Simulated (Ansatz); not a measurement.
Si (diamond structure), Σ3 (112) [1-10] symmetric tilt. One Al atom replaces one Si atom in a bicrystal of 36 atoms (one solute to 37 Å² of one boundary, a high coverage); atoms relaxed, cell held. Energies count from the site farthest from both boundaries, which lies only 4.7 Å away; negative means that the solute is drawn to the site. The cell is neutral, and spin is allowed where the electrons are odd. k-points: Γ-centred 3×6×1 mesh; occupations: Fermi-Dirac, 0.050 eV; spin-polarised, moments started parallel. Spin-orbit coupling is left out.

Sites tried, by distance from the nearest boundary plane (Å): 0.00, 0.00, 1.20, 2.18.

**Question.** Does Al segregate by PBE (Ansatz, a first-principles code), and with what energy at each site?

**Answer.** 0.00 Å: -0.64 eV; 0.00 Å: -0.38 eV; 1.20 Å: -0.03 eV; 2.18 Å: -0.14 eV. The most favoured site tried binds it by 0.64 eV.
